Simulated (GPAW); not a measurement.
Input and output of a self-consistent single point for Ru (P6_3/mmc, 4 atoms in the cell) (GPAW).

Method of the run: PBE, GPAW PAW datasets PBE (gpaw-data 1.0.1) (plane waves; GPAW).

```
Ru
1.0
    2.66943     0.00000     0.00000
   -1.33471     2.31179     0.00000
    0.00000     0.00000     8.58890
Ru
4
Direct
  0.00000   0.00000   0.00000
  0.00000   0.00000   0.50000
  0.33333   0.66667   0.25000
  0.66667   0.33333   0.75000
```

Reference input (self-consistent single point, DFT PBE, plane waves, GPAW PAW datasets PBE (gpaw-data 1.0.1)): mode = pw; ecut = 550 eV; xc = PBE; kpts = 11 11 3; mesh shift (steps) = 0 0 0; occupations.name = methfessel-paxton; occupations.width = 0.1 eV; occupations.order = 1; nbands = -8; convergence.density = 1e-05 e/electron; convergence.energy = 1e-05 eV/electron; symmetry.symmorphic = false. This run's input differs from it in these lines:

```diff
@@ -16,3 +16,3 @@
             xc='PBE',
-            kpts=(11, 11, 3),
+            kpts=(19, 19, 5),
             occupations={'name': 'methfessel-paxton', 'width': 0.1, 'order': 1},
```

The program printed (abridged):

```
     iter     time        total  log10-change:
                         energy   eigst   dens
iter:   1 --:--:--   -40.477110
iter:   2 --:--:--   -39.970423   -1.38  -1.32
iter:   3 --:--:--   -41.317411   -0.21  -1.34
iter:   4 --:--:--   -38.036741   -1.40  -1.35
iter:   5 --:--:--   -37.475476   -1.30  -1.73
   [... 2 lines left out ...]
iter:   8 --:--:--   -37.451403   -5.37  -3.02
iter:   9 --:--:--   -37.450761   -3.33  -2.92
iter:  10 --:--:--   -37.448847   -4.44  -2.99
iter:  11 --:--:--   -37.448736   -4.93  -3.55
iter:  12 --:--:--   -37.448735c  -6.98  -4.31
iter:  13 --:--:--   -37.448735c  -7.74c -4.39
iter:  14 --:--:--   -37.448734c  -7.66c -4.56
iter:  15 --:--:--   -37.448736c  -7.02  -4.73
iter:  16 --:--:--   -37.448734c  -6.73  -4.44
iter:  17 --:--:--   -37.448734c  -7.74c -4.73
iter:  18 --:--:--   -37.448734c  -8.91c -5.33c
Converged after 18 iterations.

Dipole moment: (0.000000, -0.000000, -0.000000) |e|*Ang

Energy contributions relative to reference atoms: (reference = -492980.499932)

Kinetic:         +2.236323
Potential:      -14.423312
External:        +0.000000
XC:             -24.490393
Entropy (-ST):   -0.000312
Local:           -0.771143
SIC:             +0.000000
--------------------------
Free energy:    -37.448838
Extrapolated:   -37.448734

Showing only first 2 kpts
 Kpt  Band  Eigenvalues  Occupancy
  0    30     11.67523    2.00000
  0    31     13.03698    2.00000
  0    32     13.03699    2.00000
  0    33     13.78171    2.05104

  1    30     11.69110    2.00000
  1    31     13.13086    2.00000
  1    32     13.13086    2.00000
  1    33     13.72963    2.05308

Fermi level: 13.88209

No gap
No difference between direct/indirect transitions
Energy (eV): -37.448734

Forces in eV/Ang:
  0 Ru   -0.00000    0.00000    0.00000
  1 Ru    0.00000    0.00000    0.00000
  2 Ru    0.00000    0.00000   -0.00000
  3 Ru    0.00000    0.00000    0.00000

Stress tensor:
    -0.078797    -0.000000     0.000000
     0.000000    -0.078797     0.000000
     0.000000     0.000000    -0.082418
Stress (GPa, Voigt): [-12.6247 -12.6247 -13.2048   0.       0.      -0.    ]
```

The run converged in 18 iterations. GPAW prints stress with tension positive. Against the reference run the free energy falls by 2.6 meV/atom and the pressure goes from 12.98 to 12.82 GPa.

The starting cell was generated: these elements placed on a structure prototype, without a prior relaxation; it need not be a known phase or ordering of this composition. Its lattice was rescaled by a random factor within 2.5 % of one. Spin polarisation is off. With a pressure of about 13 GPa the cell is away from its equilibrium volume at this level.

Cost on one core of a shared machine: roughly 2 min.
